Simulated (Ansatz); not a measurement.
## SrTiO3: O → Se

Base system: SrTiO₃ in the cubic perovskite structure (space group Pm-3m, No. 221; a = 3.9365 Å).

Perturbation: full substitution O → Se; the structure is relaxed again.

All numbers come from Ansatz (a program for electronic structure), PBE, PAW, cutoff 420 eV, scalar-relativistic without spin-orbit coupling, earlier PAW set. Γ-centred 9×9×9 mesh, Fermi–Dirac width 0.05 eV, for the changed cell.

The volume per atom increases by 13.22 Å³ (12.20 Å³ → 25.42 Å³) and the density drops by 0.130 g/cm³ (4.99 g/cm³ → 4.87 g/cm³). The lattice parameter a rises by 1.0912 Å, from 3.936 Å to 5.028 Å and the space group remains Pm-3m (No. 221). The shortest interatomic distance goes up by 0.546 Å, from 1.968 Å to 2.514 Å and the band gap becomes zero (base: 1.85 eV).

No phonon test of stability was made. As relaxed here, SrTiSe3 is a hypothetical phase, not in the database extracts checked. All final runs are without spin polarisation. Many cubic perovskites are stable only at high temperature; tilts and polar distortions were not tested. SrTiSe3 has a high density of states at the Fermi level and may be magnetic at this level.
